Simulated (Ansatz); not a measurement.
## Effective masses and thermopower of GaAs under load (space group F-43m)

```
CELL_PARAMETERS angstrom
      0.00000     2.73264     2.73264
      2.73264     0.00000     2.73264
      2.73264     2.73264     0.00000
ATOMIC_POSITIONS crystal
  Ga 0.00000 0.00000 0.00000
  As 0.25000 0.25000 0.25000
```

Computed with r2SCAN with spin-orbit coupling, rigid bands (plane waves, PAW; Ansatz, an electronic-structure program). Condition of this run: hydrostatic pressure 10 GPa (the target of the relaxation). How the cell was made: cell and atoms relaxed with r2SCAN, then loaded as said.

| Property | Value |
|---|---|
| band gap | 1.43 eV |
| electron conductivity mass (300 K, dilute) | 0.33 mₑ |
| hole conductivity mass (300 K, dilute) | 0.35 mₑ |
| effective density of states N_c (300 K) | 4.0e19 cm⁻³ |
| effective density of states N_v (300 K) | 1.1e19 cm⁻³ |
| density-of-states mass, electrons | 1.37 mₑ |
| density-of-states mass, holes | 0.57 mₑ |
| Seebeck coefficient, n-type 1e19 cm⁻³, 300 K | -327 μV/K |
| Seebeck coefficient, p-type 1e19 cm⁻³, 300 K | 235 μV/K |

Rigid bands; masses and Seebeck coefficients take one relaxation time τ for all states and one kind of carrier; polarons and phonon drag are left out.
